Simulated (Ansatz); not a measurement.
Take NaF in the rock salt structure (space group Fm-3m, No. 225; a = 4.6293 Å) as the base.

Calculations: plane-wave PAW DFT at the PBEsol level (Ansatz, a program for electronic structure, 420 eV), no SOC.

One change was made to it. Results:

| quantity | base | after |
|---|---|---|
| electron mass | 0.56 mₑ (at Γ) | 0.25 mₑ (at Γ) |
| band gap | 6.20 eV | 3.12 eV |
| width of the top valence band | 0.58 eV | 3.43 eV |
| lattice parameter a | 4.629 Å | 3.439 Å |

Problem. Which change produced these results?
(A) Na → H
(B) Na → Li
(C) F → I
(D) F → Cl

Solution. A, Na → H. For comparison, the band gap in the other runs: F → Cl gives 5.01 eV; Na → Li gives 9.05 eV; F → I gives 3.60 eV.

Spin-orbit coupling, missing from the scalar runs, can matter with I. Masses are band curvatures over ±0.01 Å⁻¹ around the edge. No phonon test of stability was made. As relaxed here, HF is a hypothetical phase, not in the database extracts checked.
